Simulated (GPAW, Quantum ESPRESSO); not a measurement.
A GPAW input for a self-consistent single point of RbBr (Fm-3m, 2 atoms in the cell) (DFT PBEsol, plane waves, GPAW PAW datasets PBEsol (made by gpaw-setup)):

```python
from ase import Atoms
from ase.units import GPa
from gpaw import GPAW, PW, FermiDirac

atoms = Atoms(['Rb', 'Br'],
              cell=[[0.000000, 3.445000, 3.445000],
                    [3.445000, 0.000000, 3.445000],
                    [3.445000, 3.445000, 0.000000]],
              positions=[[0.000000, 0.000000, 0.000000],
                         [3.445000, 3.445000, 3.445000]],
              pbc=True)

calc = GPAW(mode=PW(600),
            xc='PBEsol',
            kpts={'size': (8, 8, 8), 'gamma': True},
            occupations=FermiDirac(0.02),
            nbands=-6,
            convergence={'density': 1e-05, 'energy': 1e-05, 'bands': -4},
            symmetry={'symmorphic': False, 'tolerance': 0.0005},
            maxiter=100,
            txt='-')

atoms.calc = calc

energy = atoms.get_potential_energy()
print('Energy (eV):', round(energy, 6))
forces = atoms.get_forces()
print('Forces (eV/Ang):')
print(forces.round(5))
stress = atoms.get_stress()
print('Stress (GPa, Voigt):', (stress / GPa).round(4))
```

Task: Translate this input to Quantum ESPRESSO.

Result: This is the input that was run; spellings and numerical settings could be chosen otherwise.

```fortran
&CONTROL
    calculation = 'scf',
    prefix = 'scf',
    outdir = './out',
    pseudo_dir = './',
    verbosity = 'high',
    tprnfor = .true.,
    tstress = .true.,
/
&SYSTEM
    ibrav = 0,
    nat = 2,
    ntyp = 2,
    ecutwfc = 40,
    ecutrho = 200,
    occupations = 'smearing',
    smearing = 'fermi-dirac',
    degauss = 0.00147,
/
&ELECTRONS
    conv_thr = 1e-10,
/
ATOMIC_SPECIES
Rb    85.4678  rb_pbesol_v1.uspp.F.UPF
Br    79.9040  br_pbesol_v1.4.uspp.F.UPF
CELL_PARAMETERS {angstrom}
   0.0000000000     3.4450000000     3.4450000000
   3.4450000000     0.0000000000     3.4450000000
   3.4450000000     3.4450000000     0.0000000000
ATOMIC_POSITIONS {crystal}
Rb    0.0000000000    0.0000000000    0.0000000000
Br    0.5000000000    0.5000000000    0.5000000000
K_POINTS {automatic}
8 8 8  0 0 0
```

Basis settings and potentials, where a program has them, do not carry over. This input uses DFT, PBEsol, plane waves, GBRV 1.5 ultrasoft (PBESOL) pseudopotentials. Both were run: pressure -0.25 GPa in GPAW and -0.28 in Quantum ESPRESSO; gap on the mesh 4.182 eV in GPAW and 4.180 in Quantum ESPRESSO.

On Quantum ESPRESSO: the starting cell has typed, rounded lattice constants, without a prior relaxation at this level.

On GPAW: the starting cell has typed, rounded lattice constants, without a prior relaxation at this level.
